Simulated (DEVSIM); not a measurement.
System: Co/SiON/p-Si capacitor, at 400 K.

Layer 1 from the left is SiON, thickness (nm) 11.0. Layer 2 from the left is Si, thickness (nm) 14000, Na (cm⁻³) 8e13.

Metal gate on the left, work function 5 eV. Fixed charge at the semiconductor interface 0 cm⁻² (in units of +e); no interface traps.

The device is made up for the run: typed textbook-type constants, with dimensions and the other settings drawn at random. Values at 300 K; Nc and Nv go as T^1.5, mobilities as T to minus their exponent, the gap by Varshni's rule with the affinity fixed.

SiON: gap (eV) 7, affinity (eV) 1.4, permittivity 5.5. Si: gap (eV) 1.124, affinity (eV) 4.05, permittivity 11.7, Nc (cm⁻³) 2.86e19, Nv (cm⁻³) 3.1e19, Varshni α (eV/K) 0.000473, Varshni β (K) 636.

### Question
Estimate by hand the flat-band voltage, the threshold voltage, and compare with a numerical solution.

### Answer

- Flat-band voltage: C = 0.443 μF/cm², work-function difference 0.312 V; VFB = φms − qNf/C = 0.31 V; numerical 0.31 V.
- Threshold voltage: φF = 0.091 V, depletion charge √(4εqNφF) = 2.20e-9 C/cm²; VT = VFB + 2φF + Qd/C = 0.50 V; numerical 0.50 V.

Model (solved in DEVSIM): 1D Poisson equation in equilibrium, Boltzmann statistics, complete ionisation; no quantum confinement or tunnelling. Metal contacts follow the ideal Schottky-Mott rule: no Fermi-level pinning, no interface dipoles.
